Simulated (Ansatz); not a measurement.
Base system: Ce in the fcc (Cu type) structure (space group Fm-3m, No. 225; a = 4.5822 Å). Axes: x, y, z lie along the cube axes.

Method: Kohn–Sham DFT with the PBEsol functional, run in Ansatz (a first-principles code) with PAW and 420 eV plane waves, no spin-orbit coupling.

Before the change:

- Pressure: 0.0 GPa
- Shortest interatomic distance: 3.240 Å

It is then changed as follows: the symmetric strain tensor [0.0001 -0.0018 0.0132; -0.0018 0.0129 -0.0044; 0.0132 -0.0044 0.0099], atoms relaxed at fixed cell.

What does the calculation give for the energy relative to the base after the change?

The energy rises by 5.3 meV/atom.

Predict the new pressure.

The pressure (mean of the normal stresses, compression positive) goes from zero to -1.1 GPa.

What does the calculation give for the shortest interatomic distance after the change?

The shortest interatomic distance shrinks by 0.027 Å (3.240 Å → 3.213 Å).

Open 4f shells without U are poorly described, and the f state was not checked. Without a gap, meshes like the base's 17×17×17 leave anisotropic stresses uncertain by several tenths of a GPa, and small strain energies with them. Whether these cells are dynamically stable was not tested. Seeded moments were not kept for the base. All final runs are without spin polarisation.
